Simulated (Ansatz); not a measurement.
The parent structure is MgS in the rock salt structure (space group Fm-3m, No. 225; a = 5.203 Å).

All numbers come from Ansatz (a quantum-chemistry and plane-wave program) r2SCAN, no spin-orbit coupling.

For the base:

| Item | Result |
|---|---|
| Volume per atom | 17.61 Å³ |
| Electron mass | 0.53 mₑ along k, 0.31 mₑ across (at X) |
| Valley order | X along ⟨100⟩ 3.46 eV; Γ 4.64 eV |

Perturbation: a negative pressure, −1 GPa.

Task: Predict the new volume per atom, electron mass and valley order.

Result: The volume per atom goes up by 0.228 Å³ to 17.83 Å³; the electron mass becomes 0.52 mₑ along k, 0.30 mₑ across (at X) (base: 0.53 mₑ along k, 0.31 mₑ across (at X)); the valley order (the lowest conduction-band minima on the path, energy above the VBM, named in the base's zone) becomes X along ⟨100⟩ 3.44 eV; Γ 4.53 eV (base: X along ⟨100⟩ 3.46 eV; Γ 4.64 eV).

The levels and masses belong to the bands next to the band gap. Load acts through the strain it causes; cell and atoms are relaxed under it. Effective masses come from finite differences of ±0.01 Å⁻¹. Along k means along the line from Γ to the band edge. No phonon test of stability was made.
